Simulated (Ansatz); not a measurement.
Take Ta in the bcc (W type) structure (space group Im-3m, No. 229; a = 3.3063 Å; relaxed with 0.1 eV smearing) as the base. Axes: x, y, z lie along the cube axes.

All numbers come from r2SCAN/PAW in Ansatz (an electronic-structure program), scalar-relativistic without spin-orbit coupling, earlier PAW set.

A first run, uniaxial strain ε_xx = −1.32 %, gives secant values C11 ≈ 280 GPa and C12 ≈ 170 GPa from its stress. A second run applies biaxial strain +1.32 %, plane normal [001], relaxed out of plane.

Task: What does linear elasticity predict for −ε⊥/ε∥ in the second run, and what does the run give?

Result: Linear elasticity: 2 C12/C11 = 1.21. The run gives 1.20; any difference comes from nonlinear terms at these strains and numerical noise.

Whether these cells are dynamically stable was not tested. The final runs are not spin-polarised.
